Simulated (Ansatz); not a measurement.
Take Sn in the diamond structure (space group Fd-3m, No. 227; a = 6.474 Å; relaxed with 0.1 eV smearing) as the base. Axes: x, y, z lie along the cube axes.

Method: Ansatz (an electronic-structure program) LDA, no SOC.

For the base:

* **Volume per atom**: 33.93 Å³

Perturbation: biaxial strain −0.42 %, plane normal [111], relaxed out of plane (Cartesian); in-plane vectors clamped, the third vector and the atoms free.

Problem. Estimate the effect on the energy relative to the base.

Solution. The energy rises by 0.3 meV/atom.

Problem. How does this affect the volume per atom?

Solution. The volume per atom falls by 0.203 Å³ to 33.72 Å³.

Problem. What happens to the in-plane stress?

Solution. The mean in-plane stress (compression positive) comes out as +0.4 GPa.

Stability against distortions was not tested.
